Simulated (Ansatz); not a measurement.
Output of an Ansatz run (abridged):

```
WARN the atoms were moved onto the symmetric positions of the space group found under crystal.symmetry.tolerance 1.0e-5 (fractional …
WARN ansatz: RAYON_NUM_THREADS=1 ignored (pool sized by the plan → 1); use --threads N
Pseudopotentials: kind: paw
Pseudopotential: Nb, paw, valence charge 13
Pseudopotential: Pb, paw, valence charge 14
Pseudopotential: S, paw, valence charge 6
Crystal: 20 atoms, lattice volume = 443.113 Å³
Basis set: ecut = 420 eV, 8629 PW (Γ)
Bands: 109, of which v1, the nominal top of the filled ones, is band 89 counted from 1 (88 counted from 0)
Symmetry: 24 space group operations
Space group: P63/mcm (ITA 193), of the structure as read, at distance tolerance 7.6e-5 Å
k-points: 8 of 32
PAW frozen core: Nb, regenerated for the run's functional, and the local potential with it
PAW frozen core: Pb, regenerated for the run's functional, and the local potential with it
PAW frozen core: S, regenerated for the run's functional, and the local potential with it
Initial density: superposition of atomic densities (neutral atoms: chi_scale 0, normalization atom), corrected by the library's trained network
Initial wavefunctions: pseudopotential atomic-orbital guess
Eigensolver: davidson
Functional: x = slater, c = lda
SCF iter   1: F=—  HF=-60317.434373 eV  |F-HF|=—  |Δ(HF+E_count)|=         —  Δρ=6.55e-3  dr2=1.31e-1  ethr=1.77e-3  ⟨swp⟩=6.0  Hψ=3416  notcnv=0
all-band conjugate gradients solve this SCF's bands
preconditioner: auto → LDOS
SCF iter   2: F=—  HF=-60317.426910 eV  |F-HF|=—  |Δ(HF+E_count)|=   7.46e-3  Δρ=2.32e-3  dr2=4.93e-2  ethr=7.38e-5  ⟨swp⟩=2.0  Hψ=1493  notcnv=0  defer=113
SCF iter   3: F=—  HF=-60317.418816 eV  |F-HF|=—  |Δ(HF+E_count)|=   8.09e-3  Δρ=7.59e-4  dr2=5.66e-3  ethr=2.77e-5  ⟨swp⟩=2.0  Hψ=1098  notcnv=0  defer=113
SCF iter   4: F=—  HF=-60317.417849 eV  |F-HF|=—  |Δ(HF+E_count)|=   9.67e-4  Δρ=1.73e-4  dr2=1.77e-4  ethr=3.18e-6  ⟨swp⟩=2.0  Hψ=1069  notcnv=0  defer=113
SCF iter   5: F=—  HF=-60317.417811 eV  |F-HF|=—  |Δ(HF+E_count)|=   3.85e-5  Δρ=2.51e-5  dr2=2.97e-6  ethr=9.96e-8  ⟨swp⟩=2.0  Hψ=1272  notcnv=0  defer=113
SCF iter   6: F=—  HF=-60317.417627 eV  |F-HF|=—  |Δ(HF+E_count)|=   1.84e-4  Δρ=5.79e-6  dr2=1.04e-7  ethr=1.67e-9  ⟨swp⟩=2.0  Hψ=1472  notcnv=0  defer=60
SCF iter   7: F=-60317.417627 eV  HF=-60317.417627 eV  |F-HF|=2.58e-9  |Δ(HF+E_count)|=   4.44e-8  Δρ=1.55e-6  dr2=9.11e-9  ethr=5.62e-11  ⟨swp⟩=9.8  Hψ=3766  notcnv=0
SCF 1 converged in 7 iterations: F = -60317.417627 eV  dr2 = 9.11e-9
SCF converged after 7 iterations
Free energy (F): -60317.417627 eV
Harris-Foulkes:  -60317.417627 eV  (|F-HF|=2.58e-9)
Internal energy: -60317.408253 eV  (E = F + TS)
E sigma→0 (E₀):  -60317.412940 eV
Entropy (-TS):   -0.009373 eV (-0.469 meV/atom)
Fermi energy:    8.647651 eV
--- Per-component energies (eV) ---
  E_band       = -1188.108826
  E_kinetic    = 4226.351423
  E_local      = -13574.852329  (includes V_loc(G=0)·N_el)
  E_nonlocal   = 1798.806047
  E_hartree    = 5175.925965
  E_xc         = -2642.207579
  E_vxc        = -2598.387255  (∫ρ·V_xc dr)
  E_paw        = -44813.975617  (= ΣΔE_a)
  E_vpaw       = -1391.880703  (= ΣTr[D̂ρ^β])
  E_aug_tail   = 0.000144  (compensation charges beyond the density's cutoff)
  E_ewald      = -10491.693416
  E_core_change = 4.237109  (= ΣΔE_core)
  E_smearing   = -0.009373  (= −TS)
  E_closure    = -0.000000  (closes the sum)
  Σ components = -60317.417627   (vs F -60317.417627, Δ=0.00e0)
--- Forces (eV/Å), atoms counted from 1 ---
  atom   1  Nb    -0.00000000     0.00000000     0.00000000
  atom   2  Nb     0.00000000    -0.00000000     0.00000000
  atom   3  Nb     0.00000000     0.00000000     0.00000000
  atom   4  Nb    -0.00000000    -0.00000000     0.00000000
  atom   5  Nb    -0.00000000     0.00000000     0.00000000
  atom   6  Nb     0.00000000    -0.00000000     0.00000000
  atom   7  Pb    -0.00000000    -0.00000000    -0.00000000
  atom   8  Pb    -0.00000000     0.00000000     0.00000000
  atom   9  S     -0.03138290     0.05435678     0.53321258
  atom  10  S      0.03138290    -0.05435678    -0.53321258
  atom  11  S     -0.06276581     0.00000000     0.53321258
  atom  12  S      0.06276581     0.00000000    -0.53321258
  atom  13  S     -0.03138290    -0.05435678     0.53321258
  atom  14  S      0.03138290     0.05435678    -0.53321258
  atom  15  S      0.03138290    -0.05435678     0.53321258
  atom  16  S     -0.03138290     0.05435678    -0.53321258
  atom  17  S      0.06276581     0.00000000     0.53321258
  atom  18  S     -0.06276581     0.00000000    -0.53321258
  atom  19  S      0.03138290     0.05435678     0.53321258
  atom  20  S     -0.03138290    -0.05435678    -0.53321258
  max |Σ_I F_I| component: 3.33e-16 eV/Å
--- Stress (GPa, compression-positive) ---
       -6.207978       0.000000       0.000000
        0.000000      -6.207978       0.000000
        0.000000       0.000000      -5.991816
  P = ⅓ Tr σ = -6.1359 GPa (-61.359 kbar)
  The stress holds the Pulay correction. Without it, at fixed plane waves, as pw.x and ABINIT print it: P = -6.1486 GPa
--- Band table (eV; the first three rows and the last of 8) ---
  k-point 0: bands = ["-46.3748", "-46.3748", "-46.3440", "-46.3440", "-46.3372", "-46.3372", "-22.6166", "-22.6166", "-22.6166", "-22.6166", "-22.5826", "-22.5826", "-22.5657", "-22.5657", "-22.5657", "-22.5657", "-22.5116", "-22.5116", "-22.4849", [...]
  k-point 1: bands = ["-46.3748", "-46.3748", "-46.3440", "-46.3440", "-46.3372", "-46.3372", "-22.6166", "-22.6166", "-22.6166", "-22.6166", "-22.5826", "-22.5826", "-22.5657", "-22.5657", "-22.5657", "-22.5657", "-22.5116", "-22.5116", "-22.4848", [...]
  k-point 2: bands = ["-46.3693", "-46.3693", "-46.3470", "-46.3470", "-46.3398", "-46.3398", "-22.6661", "-22.6661", "-22.6326", "-22.6326", "-22.5699", "-22.5699", "-22.5186", "-22.5186", "-22.4990", "-22.4990", "-22.4907", "-22.4906", "-22.4881", [...]
  k-point 7: bands = ["-46.3608", "-46.3608", "-46.3515", "-46.3515", "-46.3439", "-46.3439", "-22.6430", "-22.6430", "-22.6410", "-22.6410", "-22.5507", "-22.5507", "-22.5298", "-22.5298", "-22.5295", "-22.5295", "-22.4990", "-22.4990", "-22.4388", [...]
```

The structure:

```
CELL_PARAMETERS angstrom
      5.86467     0.00000     0.00000
     -2.93234     5.07895     0.00000
      0.00000     0.00000    14.87637
ATOMIC_POSITIONS crystal
  Nb 0.00000 0.00000 0.25000
  Nb 0.00000 0.00000 0.75000
  Nb 0.66667 0.33333 0.75000
  Nb 0.33333 0.66667 0.25000
  Nb 0.66667 0.33333 0.25000
  Nb 0.33333 0.66667 0.75000
  Pb 0.00000 0.00000 0.50000
  Pb 0.00000 0.00000 0.00000
  S  0.00000 0.66398 0.64566
  S  0.00000 0.33602 0.35434
  S  0.33602 0.00000 0.14566
  S  0.66398 0.00000 0.85434
  S  0.33602 0.33602 0.64566
  S  0.66398 0.66398 0.35434
  S  0.00000 0.33602 0.14566
  S  0.00000 0.66398 0.85434
  S  0.66398 0.00000 0.64566
  S  0.33602 0.00000 0.35434
  S  0.66398 0.66398 0.14566
  S  0.33602 0.33602 0.85434
```

Reconstruct the input of this run.

Other spellings and defaults could give the same log, and not every line can be read from it. The input that was run (DFT, LDA (PW92), plane waves, default PAW files made with PBE):

Ansatz 0.2 input:
```yaml
# Nb3PbS6
crystal:
  lattice:
    - [5.86467000, 0.00000000, 0.00000000]
    - [-2.93233500, 5.07895300, 0.00000000]
    - [0.00000000, 0.00000000, 14.87637000]
  atoms:
    - { symbol: Nb, position: [0.00000000, 0.00000000, 0.25000000] }
    - { symbol: Nb, position: [0.00000000, 0.00000000, 0.75000000] }
    - { symbol: Nb, position: [0.66666700, 0.33333300, 0.75000000] }
    - { symbol: Nb, position: [0.33333300, 0.66666700, 0.25000000] }
    - { symbol: Nb, position: [0.66666700, 0.33333300, 0.25000000] }
    - { symbol: Nb, position: [0.33333300, 0.66666700, 0.75000000] }
    - { symbol: Pb, position: [0.00000000, 0.00000000, 0.50000000] }
    - { symbol: Pb, position: [0.00000000, 0.00000000, 0.00000000] }
    - { symbol: S, position: [0.00000000, 0.66398000, 0.64566000] }
    - { symbol: S, position: [0.00000000, 0.33602000, 0.35434000] }
    - { symbol: S, position: [0.33602000, 0.00000000, 0.14566000] }
    - { symbol: S, position: [0.66398000, 0.00000000, 0.85434000] }
    - { symbol: S, position: [0.33602000, 0.33602000, 0.64566000] }
    - { symbol: S, position: [0.66398000, 0.66398000, 0.35434000] }
    - { symbol: S, position: [0.00000000, 0.33602000, 0.14566000] }
    - { symbol: S, position: [0.00000000, 0.66398000, 0.85434000] }
    - { symbol: S, position: [0.66398000, 0.00000000, 0.64566000] }
    - { symbol: S, position: [0.33602000, 0.00000000, 0.35434000] }
    - { symbol: S, position: [0.66398000, 0.66398000, 0.14566000] }
    - { symbol: S, position: [0.33602000, 0.33602000, 0.85434000] }
basis:
  ecutwfc: 420.0
kpoints:
  mp_grid: { grid: [4, 4, 2] }
hamiltonian:
  xc: lda
  pseudopotentials: { kind: paw }
scf:
  occupations: { method: gaussian, width: 0.05 }
output:
  forces: true
  eigenvalues: true
  stress: true
```

The starting cell comes from a database of computed structures (which also holds hypothetical and non-ambient phases and stackings), without a prior relaxation at this level. Spin-orbit coupling is off. Spin polarisation is off. With a pressure of about -6 GPa the cell is away from its equilibrium volume at this level. Ansatz's pressure includes its estimate of the finite-basis (Pulay) stress.

Ansatz is a quantum-chemistry and plane-wave program.
